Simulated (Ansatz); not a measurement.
Electronic density of states of amorphous Al₂₈O₄₃Zn, density 3.17 g/cm³, on a 2×2×2 Γ-centred mesh with a Gaussian width of 0.1 eV; energies count from the Fermi level, whose place inside the gap is arbitrary. Cell and mesh are small, so fine structure isn't converged. All values below come from PBE, scalar-relativistic without spin-orbit coupling (plane waves to 420 eV, PAW; Ansatz, a first-principles code). Sampling: a 2×2×2 Γ-centred mesh; Fermi-Dirac width 0.02 eV; no spin polarisation. At PBE the levels at the filled edge of the gap are localised (band-tail or defect states), and the nearest spread-out levels lie 3.6 eV apart at the zone centre.

The cell was made by melting and quenching with the CHGNet potential and then relaxed with DFT. O atoms were pushed apart under 1.9 Å during the dynamics, to hinder bonds among them. The hot cell started wider than the set density and was brought back towards it in steps. It is the lowest in DFT energy of 2 quenches. It is a model cell: composition and starting density were chosen by hand, and all elements were melted together. No dispersion term was used. Its density started from a set value of 3.17 and ended at 3.17 g/cm³. The simulated quench (nominally 280 K/ps over its main leg) is rapid and tends to freeze in more defects than a deposited or slowly cooled glass has. One small periodic cell is one sample of the glass; other quenches scatter about these values. The volume was held where the preparation left it, at a PBE pressure of 2.5 GPa. Stress components on the final sampling reach 7.4 GPa. Cycles of charging lowered its energy after that relaxation.

| E - EF (eV) | states/(eV atom) |
|---|---|
| -12.00 | 0.00 |
| -11.90 | 0.00 |
| -11.80 | 0.00 |
| -11.70 | 0.00 |
| -11.60 | 0.00 |
| -11.50 | 0.00 |
| -11.40 | 0.00 |
| -11.30 | 0.00 |
| -11.20 | 0.00 |
| -11.10 | 0.00 |
| -11.00 | 0.00 |
| -10.90 | 0.00 |
| -10.80 | 0.00 |
| -10.70 | 0.00 |
| -10.60 | 0.00 |
| -10.50 | 0.00 |
| -10.40 | 0.00 |
| -10.30 | 0.00 |
| -10.20 | 0.00 |
| -10.10 | 0.00 |
| -10.00 | 0.00 |
| -9.90 | 0.00 |
| -9.80 | 0.00 |
| -9.70 | 0.00 |
| -9.60 | 0.00 |
| -9.50 | 0.00 |
| -9.40 | 0.00 |
| -9.30 | 0.00 |
| -9.20 | 0.00 |
| -9.10 | 0.00 |
| -9.00 | 0.00 |
| -8.90 | 0.00 |
| -8.80 | 0.00 |
| -8.70 | 0.02 |
| -8.60 | 0.09 |
| -8.50 | 0.15 |
| -8.40 | 0.21 |
| -8.30 | 0.31 |
| -8.20 | 0.35 |
| -8.10 | 0.35 |
| -8.00 | 0.37 |
| -7.90 | 0.37 |
| -7.80 | 0.39 |
| -7.70 | 0.39 |
| -7.60 | 0.36 |
| -7.50 | 0.39 |
| -7.40 | 0.41 |
| -7.30 | 0.36 |
| -7.20 | 0.39 |
| -7.10 | 0.46 |
| -7.00 | 0.51 |
| -6.90 | 0.51 |
| -6.80 | 0.48 |
| -6.70 | 0.57 |
| -6.60 | 0.60 |
| -6.50 | 0.55 |
| -6.40 | 0.59 |
| -6.30 | 0.61 |
| -6.20 | 0.57 |
| -6.10 | 0.52 |
| -6.00 | 0.54 |
| -5.90 | 0.56 |
| -5.80 | 0.59 |
| -5.70 | 0.64 |
| -5.60 | 0.64 |
| -5.50 | 0.64 |
| -5.40 | 0.64 |
| -5.30 | 0.63 |
| -5.20 | 0.61 |
| -5.10 | 0.60 |
| -5.00 | 0.62 |
| -4.90 | 0.60 |
| -4.80 | 0.62 |
| -4.70 | 0.66 |
| -4.60 | 0.64 |
| -4.50 | 0.65 |
| -4.40 | 0.62 |
| -4.30 | 0.66 |
| -4.20 | 0.70 |
| -4.10 | 0.72 |
| -4.00 | 0.74 |
| -3.90 | 0.74 |
| -3.80 | 0.71 |
| -3.70 | 0.70 |
| -3.60 | 0.70 |
| -3.50 | 0.72 |
| -3.40 | 0.77 |
| -3.30 | 0.75 |
| -3.20 | 0.70 |
| -3.10 | 0.67 |
| -3.00 | 0.66 |
| -2.90 | 0.71 |
| -2.80 | 0.78 |
| -2.70 | 0.75 |
| -2.60 | 0.65 |
| -2.50 | 0.58 |
| -2.40 | 0.50 |
| -2.30 | 0.40 |
| -2.20 | 0.32 |
| -2.10 | 0.32 |
| -2.00 | 0.29 |
| -1.90 | 0.20 |
| -1.80 | 0.14 |
| -1.70 | 0.15 |
| -1.60 | 0.10 |
| -1.50 | 0.01 |
| -1.40 | 0.00 |
| -1.30 | 0.00 |
| -1.20 | 0.00 |
| -1.10 | 0.00 |
| -1.00 | 0.00 |
| -0.90 | 0.00 |
| -0.80 | 0.00 |
| -0.70 | 0.00 |
| -0.60 | 0.00 |
| -0.50 | 0.00 |
| -0.40 | 0.00 |
| -0.30 | 0.00 |
| -0.20 | 0.00 |
| -0.10 | 0.00 |
| 0.00 | 0.00 |
| 0.10 | 0.00 |
| 0.20 | 0.00 |
| 0.30 | 0.00 |
| 0.40 | 0.00 |
| 0.50 | 0.00 |
| 0.60 | 0.00 |
| 0.70 | 0.00 |
| 0.80 | 0.00 |
| 0.90 | 0.00 |
| 1.00 | 0.00 |
| 1.10 | 0.00 |
| 1.20 | 0.00 |
| 1.30 | 0.00 |
| 1.40 | 0.00 |
| 1.50 | 0.00 |
| 1.60 | 0.02 |
| 1.70 | 0.01 |
| 1.80 | 0.00 |
| 1.90 | 0.00 |
| 2.00 | 0.00 |
| 2.10 | 0.01 |
| 2.20 | 0.04 |
| 2.30 | 0.04 |
| 2.40 | 0.02 |
| 2.50 | 0.04 |
| 2.60 | 0.05 |
| 2.70 | 0.05 |
| 2.80 | 0.06 |
| 2.90 | 0.03 |
| 3.00 | 0.01 |
| 3.10 | 0.01 |
| 3.20 | 0.06 |
| 3.30 | 0.08 |
| 3.40 | 0.06 |
| 3.50 | 0.06 |
| 3.60 | 0.11 |
| 3.70 | 0.12 |
| 3.80 | 0.07 |
| 3.90 | 0.06 |
| 4.00 | 0.10 |
| 4.10 | 0.11 |
| 4.20 | 0.08 |
| 4.30 | 0.10 |
| 4.40 | 0.15 |
| 4.50 | 0.17 |
| 4.60 | 0.18 |
| 4.70 | 0.20 |
| 4.80 | 0.19 |
| 4.90 | 0.20 |
| 5.00 | 0.24 |
| 5.10 | 0.25 |
| 5.20 | 0.25 |
| 5.30 | 0.27 |
| 5.40 | 0.30 |
| 5.50 | 0.32 |
| 5.60 | 0.30 |
| 5.70 | 0.27 |
| 5.80 | 0.25 |
| 5.90 | 0.27 |
| 6.00 | 0.33 |
| 6.10 | 0.32 |
| 6.20 | 0.33 |
| 6.30 | 0.39 |
| 6.40 | 0.36 |
| 6.50 | 0.34 |

The level gap on this mesh is 3.29 eV; the broadening fills part of it in the curve.
